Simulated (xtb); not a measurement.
xtb 6.7.1, GFN1-xTB: Zn(HMDS)2 (C[Si](C)(C)[N]([Zn][N]([Si](C)(C)C)[Si](C)(C)C)[Si](C)(C)C), 55 atoms. The geometry is a generated start, not checked to be a minimum at this level.

```json
{
 "run_flags": "--grad",
 "method": "GFN1-xTB",
 "--acc": "1 (default)",
 "--etemp (K)": "300 (default)",
 "basis_functions": "172",
 "valence_electrons": "112"
}
```

Charge 0 and multiplicity 1 are set for this test and not shown to be the ground state.

One run each on 1 thread. Values of broydamp tried: 0.02, 0.05, 0.1, 0.2, 0.4 (default), 0.6, 0.8, 1.

**Question.** How does the count of SCC iterations change with broydamp, and where is it least?

**Answer.** Fewest SCC iterations, within one of each other: 0.2 with 11, 0.4 (default) with 10, 0.6 with 11. The count rises to 18 at 0.02. All converge to one solution.

| broydamp | SCC iterations | end |
|---|---|---|
| 0.02 | 18 | same solution |
| 0.05 | 16 | same solution |
| 0.1 | 14 | same solution |
| 0.2 | 11 | same solution |
| 0.4 (default) | 10 | same solution |
| 0.6 | 11 | same solution |
| 0.8 | 12 | same solution |
| 1 | 14 | same solution |
